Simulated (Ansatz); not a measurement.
Cubic perovskite CsPbF3 was calculated with PBE0 in Ansatz (PAW).

Run with plane-wave cutoff 460 eV, 6×6×6 k mesh, Fermi–Dirac smearing 0.01 eV, scalar-relativistic PAW data made under PBE.

Cell (measured lattice):

```cif
data_CsF3Pb
_chemical_formula_sum 'Cs1 F3 Pb1'
_space_group_name_H-M_alt 'P 1'
_space_group_IT_number 1
_cell_length_a 4.77480
_cell_length_b 4.77480
_cell_length_c 4.77480
_cell_angle_alpha 90.000
_cell_angle_beta 90.000
_cell_angle_gamma 90.000
loop_
_space_group_symop_operation_xyz
  'x, y, z'
loop_
_atom_site_label
_atom_site_type_symbol
_atom_site_fract_x
_atom_site_fract_y
_atom_site_fract_z
_atom_site_occupancy
Cs1 Cs 0.50000 0.50000 0.50000 1
F1 F 0.50000 0.00000 0.00000 1
F2 F 0.00000 0.50000 0.00000 1
F3 F 0.00000 0.00000 0.50000 1
Pb1 Pb 0.00000 0.00000 0.00000 1
```

**Question.** Give the computed band gap and Γ–Γ gap.

**Answer.** 
* **band gap**: 4.31 eV (on the SCF k mesh)
* **Γ–Γ gap**: 10.98 eV

Note: cell and atoms aren't relaxed at this level (pressure 2.7 GPa).

Spin–orbit coupling is not included; with these elements it can move the gap by several tenths of an eV or more.

The computed numbers hold no vibrational or temperature effects.

The result took around 5 core-minutes (rough).

Ansatz is a quantum-chemistry and plane-wave program.
